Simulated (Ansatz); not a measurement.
Input and output of a self-consistent single point for Mg6VMo (Amm2, 8 atoms in the cell) (Ansatz, an electronic-structure program).

Computed with PBEsol, PAW files made with PBE (plane waves; Ansatz).

The change in words: lattice scaled by 0.985. Reference geometry:
```
Mg6VMo
1.0
    4.95271     0.00000     0.00000
    0.00000     2.94427     5.47030
    0.00000    -2.94427     5.47030
Mg V Mo
6 1 1
Direct
  0.50000   0.67266   0.17172
  0.50000   0.17172   0.67266
  0.00000   0.83045   0.33991
  0.00000   0.33991   0.83045
  0.00000   0.32026   0.32026
  0.00000   0.81967   0.81967
  0.50000   0.17090   0.17090
  0.50000   0.67442   0.67442
```
Moments meant for the start (each program seeds them in its own way; μB, in the order of the atoms Mg Mg Mg Mg Mg Mg V Mo): 0.0 0.0 0.0 0.0 0.0 0.0 2.0 2.0.

Reference input (self-consistent single point, DFT, PBEsol, plane waves, PAW files made with PBE): kpoints.mp_grid.grid = 4 4 4; hamiltonian.xc = pbesol; hamiltonian.pseudopotentials = {kind: paw} (the program's default PAW files); magnetization.spin_polarized = true; scf.occupations.method = gaussian; scf.occupations.width = 0.1 eV. This run's input differs from it in these lines:

```diff
@@ -2,5 +2,5 @@
   lattice:
-    - [4.952709, 0.000000, 0.000000]
-    - [0.000000, 2.944271, 5.470303]
-    - [0.000000, -2.944271, 5.470303]
+    - [4.878418, 0.000000, 0.000000]
+    - [0.000000, 2.900107, 5.388248]
+    - [0.000000, -2.900107, 5.388248]
   atoms:
```

Output (repeated stretches shortened):

```
SCF iter   1: F=—  HF=-19252.979528 eV  |F-HF|=—  |Δ(HF+E_count)|=         —  Δρ=5.62e-2 (↑5.62e-2 ↓2.62e-2)  dr2=2.18e1  dr2_m=5.26e-1  M=2.405 μB ∫|m|=2.694 μB  β_m=0.30  ethr=3.10e-3  ⟨swp⟩=7.4  Hψ=9978  notcnv=0
Mixer restart at iter 1: flushing history
all-band conjugate gradients solve this SCF's bands
preconditioner: auto → Kerker (q_TF=auto, 2.485 Å⁻¹)
spin=Collinear: Kerker preconditioning applied to the charge; magnetization (m = ρ↑ − ρ↓) channel mixes plain (no charge-response kernel on spin).
   [... lines left out ...]
SCF iter  14: F=—  HF=-19252.160353 eV  |F-HF|=—  |Δ(HF+E_count)|=   1.75e-9  Δρ=7.75e-7 (↑7.75e-7 ↓6.13e-7)  dr2=5.44e-9  dr2_m=1.50e-10  M=1.818 μB ∫|m|=3.581 μB  β_m=0.96  ethr=1.11e-10  ⟨swp⟩=2.0  Hψ=3988  notcnv=0  defer=182
SCF iter  15: F=-19252.160353 eV  HF=-19252.160353 eV  |F-HF|=1.39e-8  |Δ(HF+E_count)|=   1.11e-9  Δρ=1.93e-6 (↑1.93e-6 ↓4.65e-7)  dr2=1.49e-8  dr2_m=8.48e-10  M=1.819 μB ∫|m|=3.581 μB  ethr=6.26e-12  ⟨swp⟩=8.1  Hψ=9339  notcnv=0
SCF 1 converged in 15 iterations: F = -19252.160353 eV  dr2 = 1.49e-8
WARN: the starting moments were not kept: 1 of 2 ended reversed and 1 kept their direction, counting a site from 0.1 μB …
Magnetization: 1.8185 μB (44.4093 up, 42.5907 down)
   [... lines left out ...]
Absolute magnetization: 3.5801 μB (∫|ρ↑−ρ↓|, with the PAW one-centre terms)
Free energy (F): -19252.160353 eV
Fermi energy:    8.503248 eV
   [... lines left out ...]
  atom   8  Mo     0.00000000     0.00000000    -0.04638882
--- Stress (GPa, compression-positive) ---
       -0.000747       0.000000       0.000000
        0.000000      -0.670243       0.000000
        0.000000       0.000000      -0.150998
  P = ⅓ Tr σ = -0.2740 GPa (-2.740 kbar)
  The stress holds the Pulay correction. Without it, at fixed plane waves, as pw.x and ABINIT print it: P = -0.2888 GPa
```

The run converged in 15 iterations. Against the reference run the free energy falls by 8.5 meV/atom, the pressure goes from -2.71 to -0.27 GPa, the largest force goes from 0.125 to 0.073 eV/Å and the size of the net moment stays at 0.23 μB/atom.

The starting cell comes from a database of computed structures (which also holds hypothetical and non-ambient phases and stackings), without a prior relaxation at this level. Its lattice was rescaled by a random factor within 2.5 % of one. For this run, on top of that: lattice scaled by 0.985. The magnetic order is the one reached from the typed start; others were not searched systematically. The program warned that a starting moment was not kept. Ansatz's pressure includes its estimate of the finite-basis (Pulay) stress.

Keys are those of Ansatz 0.2.
